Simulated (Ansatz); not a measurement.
LaC₂ (I4/mmm, No. 139) was calculated with PBEsol (plane waves, PAW; Ansatz, a quantum-chemistry and plane-wave program).

Numerical settings: plane-wave cutoff 520 eV, 20×20×20 k mesh, Fermi–Dirac smearing 0.05 eV, scalar-relativistic PAW data made under PBE.

Cell (relaxed at this level):

```cif
data_C4La2
_chemical_formula_sum 'La2 C4'
_space_group_name_H-M_alt 'I4/mmm'
_space_group_IT_number 139
_space_group_name_Hall '-I 4 2'
_cell_length_a 3.89142
_cell_length_b 3.89142
_cell_length_c 6.52922
_cell_angle_alpha 90.000
_cell_angle_beta 90.000
_cell_angle_gamma 90.000
loop_
_atom_site_label
_atom_site_type_symbol
_atom_site_symmetry_multiplicity
_atom_site_Wyckoff_symbol
_atom_site_fract_x
_atom_site_fract_y
_atom_site_fract_z
_atom_site_occupancy
La1 La 2 a 0.00000 0.00000 0.00000 1
C1 C 4 e 0.00000 0.00000 0.40092 1
```
(The calculation used a cell of 3 atoms; values per cell refer to that cell.)

Q: What does this level give for the bulk modulus B0?

A: 
- bulk modulus B0: 98.4 GPa

The run finds no gap.

Note: the bulk modulus is −V dP/dV from two relaxed cells at ±2 % in volume.

Spin–orbit coupling is not included; it can open a gap where bands touch, and shift volumes and moduli.

Static lattice: no zero-point or thermal effects.

Computing time: about 5 core-minutes (a rough figure).
